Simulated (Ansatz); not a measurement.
A calculation on L1₂ (Cu3Au-type) Cu3Au returned lattice constant a 3.806 Å, bulk modulus 137 GPa.

For reference: lattice constant a 3.75 Å (measured, temperature not stated, not corrected to a static lattice; as tabulated in Nepal et al. (2019), arXiv:1905.09348).

Which level of theory produced these numbers?
A. PBEsol-D3(BJ) (Ansatz, a quantum-chemistry and plane-wave program)
B. rVV10 (Ansatz)
C. PBE+SOC (Ansatz)
D. PBEsol+SOC (Ansatz)

B, rVV10 (Ansatz)

The others give: PBEsol-D3(BJ) 3.663 Å, 194 GPa; PBE+SOC 3.776 Å, 144 GPa; PBEsol+SOC 3.709 Å, 173 GPa.

Unless a cell is named, each level is at its own relaxed cell (PBE+SOC 13.46, PBEsol+SOC 12.75, PBEsol-D3(BJ) 12.29, rVV10 13.79 Å³/atom).

Ansatz's density-functional and Hartree–Fock values are scalar-relativistic unless marked +SOC, with PAW data made under PBE.
